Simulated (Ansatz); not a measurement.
The reference is CdSe in the zinc blende structure (space group F-43m, No. 216; a = 6.133 Å).

Computed with Ansatz (a program for electronic structure), r2SCAN, PAW, cutoff 500 eV, without spin-orbit coupling, earlier PAW set.

Base values:

| Item | Value |
|---|---|
| Band gap | 1.03 eV |

Now apply this change: an isotropic linear strain of +0.56 %, atoms relaxed at fixed cell.

Predict the new energy relative to the base and band gap.

The energy rises by 1.3 meV/atom; the band gap drops by 0.037 eV to 1.00 eV.

No phonon test of stability was made.
